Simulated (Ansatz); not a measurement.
**InSb (model structure, within 0.1 Å of P6₄22, No. 181, 6 atoms in the cell)**

Calculation: r²SCAN (Ansatz, a quantum-chemistry and plane-wave program, plane waves, PAW).

Numerical settings: plane-wave cutoff 560 eV, 12×12×6 k mesh (along the axes of the cell as run), Fermi–Dirac smearing 0.05 eV, scalar-relativistic PAW data made under PBE.

Cell (relaxed at this level):

```cif
data_In3Sb3
_chemical_formula_sum 'In3 Sb3'
_space_group_name_H-M_alt 'P6422'
_space_group_IT_number 181
_space_group_name_Hall 'P 64 2 (0 0 2)'
_cell_length_a 4.63482
_cell_length_b 4.63482
_cell_length_c 10.18861
_cell_angle_alpha 90.000
_cell_angle_beta 90.000
_cell_angle_gamma 120.000
loop_
_atom_site_label
_atom_site_type_symbol
_atom_site_symmetry_multiplicity
_atom_site_Wyckoff_symbol
_atom_site_fract_x
_atom_site_fract_y
_atom_site_fract_z
_atom_site_occupancy
In1 In 3 c 0.50000 0.00000 0.00000 1
Sb1 Sb 3 d 0.50000 0.00000 0.50000 1
```

For InSb (model structure, within 0.1 Å of P6₄22, No. 181, 6 atoms in the cell), the band gap is zero (no gap) and the bulk modulus is 47.1 GPa.

Note: the bulk modulus is −V dP/dV from two relaxed cells at ±2 % in volume.

Spin–orbit coupling is not included; it can open a gap where bands touch, and shift volumes and moduli.

Static lattice: no zero-point or thermal effects.

A model structure was made by putting elements into a prototype or built by hand; it is no filed structure, need not be a known phase, and can be a saddle point held by its symmetry.
